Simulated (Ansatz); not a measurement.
Take LaAl₂Ag₃ (space group Cmmm, No. 65; a = 5.447 Å, b = 9.663 Å, c = 4.470 Å; a cell from a computed database, its experimental status unchecked) as the base. Axes: x, y, z lie along a, b, c of the conventional cell.

All numbers come from plane-wave PAW DFT at the PBEsol level (Ansatz, an electronic-structure program, 420 eV), spin-orbit coupling left out.

The change: every lattice vector is shortened by 2.71 %; the atoms relax in the strained cell.

Question: Predict the stress tensor and what it implies for the stiffness.

Answer: Stress of the strained cell less that of the base (GPa, compression positive):
```
    9.2     0.0     0.0
    0.0     9.3     0.0
    0.0     0.0    10.2
```

Then B = −ΔP/(ΔV/V₀) with ΔV/V₀ = -0.0791 gives secant stiffness values (nonlinear terms included at this strain): B (at held cell shape, above the free-shape value) ≈ 121 GPa.

As a check, the harmonic strain energy −½ V₀ Δσ:ε is 48 meV/atom; the computed energy rise is 43 meV/atom.

Whether these cells are dynamically stable was not tested.
